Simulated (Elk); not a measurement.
A self-consistent single point of Ca (Fm-3m, 1 atom in the cell) with Elk.

Method of the run: Elk with PBEsol, all-electron FP-LAPW, Elk's shipped species files, LAPW+lo basis.

```yaml
crystal:
  lattice:
    - [0.00000, 2.79837, 2.79837]
    - [2.79837, 0.00000, 2.79837]
    - [2.79837, 2.79837, 0.00000]
  atoms:
    - { symbol: Ca, position: [0.00000, 0.00000, 0.00000] }
```

Reference input (self-consistent single point, DFT, PBEsol, all-electron FP-LAPW, Elk's shipped species files, LAPW+lo basis): xctype = 22; rgkmax = 8; stype = 3; swidth = 0.00367493 Ha; ngridk = 5 5 5; gmaxvr = 16 1/bohr; nxoapwlo = 1. This run's input differs from it in these lines:

```diff
@@ -33,3 +33,3 @@
 ngridk
-  5 5 5
+  8 8 8
```

The program printed (abridged):

```
│ Self-consistent loop started │
│ Loop number : 1 │
 total energy                :     -680.599540618
│ Loop number : 2 │
 total energy                :     -680.588341501
RMS change in Kohn-Sham potential (target) :   0.2973869404     (  0.1000000000E-05)
Absolute change in total energy (target)   :   0.1119911756E-01 (  0.1000000000E-03)
│ Loop number : 3 │
 total energy                :     -680.081707008
RMS change in Kohn-Sham potential (target) :   0.1576120494     (  0.1000000000E-05)
Absolute change in total energy (target)   :   0.5094342718     (  0.1000000000E-03)
│ Loop number : 4 │
   [... lines left out ...]
Absolute change in total energy (target)   :   0.8346135880E-03 (  0.1000000000E-03)
│ Loop number : 11 │
 total energy                :     -679.572114543
RMS change in Kohn-Sham potential (target) :   0.6685304231E-06 (  0.1000000000E-05)
Absolute change in total energy (target)   :   0.2292980608E-03 (  0.1000000000E-03)
│ Loop number : 12 │
 total energy                :     -679.572107836
RMS change in Kohn-Sham potential (target) :   0.1223174155E-06 (  0.1000000000E-05)
Absolute change in total energy (target)   :   0.6403134591E-04 (  0.1000000000E-03)
Convergence targets achieved

│ Loop number : 13 │

Energies :
 Fermi                       :     0.109035115462
 total energy                :     -679.572106604

Density of states at Fermi energy :    33.65064374
 (states/Hartree/unit cell)

Estimated indirect band gap :   0.3593061184E-02
 from k-point     24 to k-point      9
Estimated direct band gap   :   0.1942615384E-01
 at k-point     26

Charges :
 core                        :    10.00000000
 valence                     :    10.00000000
 interstitial                :    1.909774614
 muffin-tins (core leakage)
  species :    1 (Ca)
   atom    1                 :    18.09022539     (  0.1955265461E-07)
 total in muffin-tins        :    18.09022539
 total calculated charge     :    20.00625484
 total charge                :    20.00000000
 error                       :   0.6254843676E-02

│ Self-consistent loop stopped │
```

The run converged in 13 iterations. The count includes the last loop, which Elk runs after its targets are met. Against the reference run the free energy drops by 4.4 meV/atom.

The starting cell has typed, rounded lattice constants, without a prior relaxation at this level. Its lattice was rescaled by up to half a per cent. Values depend on the basis (sphere radii, cutoffs, local orbitals), which need not be converged. The log's line on a gap gives a spacing of levels on this mesh, which the program prints for metals too.
